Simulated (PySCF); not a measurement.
PySCF 2.14.0, BP86/def2-svp, df: Ga(F)(OEt)2 (CC[O][Ga]([F])[O]CC), 18 atoms. The geometry is a generated start, not checked to be a minimum at this level.

- task: energy
- method: bp86
- basis: def2-svp
- two-electron scheme: density fitting
- mol.max_memory: 3000 MB
- mf.max_cycle: 100
- mf.init_guess: minao (default)
- mf.DIIS: CDIIS (default)
- mf.diis_space: 8 (default)
- mf.conv_tol: 1e-09 (default)
- mf.grids.level: 3 (default)
- basis functions: 180
- grid points: 217888

```xyz
18

Ga     0.1479     1.3507     0.3647
F      0.4698     2.8825     1.1646
O     -0.5590     1.4312    -1.2395
C     -0.8684     0.3452    -2.1050
C     -1.8121     0.8767    -3.1765
H      0.0473    -0.0369    -2.5690
H     -1.3449    -0.4742    -1.5553
H     -1.3370     1.6948    -3.7108
H     -2.0564     0.0834    -3.8766
H     -2.7260     1.2465    -2.7198
O      0.5302    -0.1807     1.1634
C      1.1377    -0.4294     2.4258
C      1.4092    -1.9273     2.5066
H      2.0756     0.1276     2.5186
H      0.4678    -0.1232     3.2352
H      2.0840    -2.2257     1.7096
H      1.8569    -2.1650     3.4669
H      0.4775    -2.4761     2.3970
```

One run each on 2 threads, 1 BLAS thread. Values of level_shift (Hartree) tried: 0 (default), 0.1, 0.3, 1.

Problem. How does the count of Fock builds change with level_shift (Hartree), and where is it least?

Solution. Fewest Fock builds, within one of each other: 0 (default) with 14, 0.1 with 13. The count rises to 41 at 1. All converge to one solution.

| level_shift (Hartree) | Fock builds | end |
|---|---|---|
| 0 (default) | 14 | same solution |
| 0.1 | 13 | same solution |
| 0.3 | 17 | same solution |
| 1 | 41 | same solution |
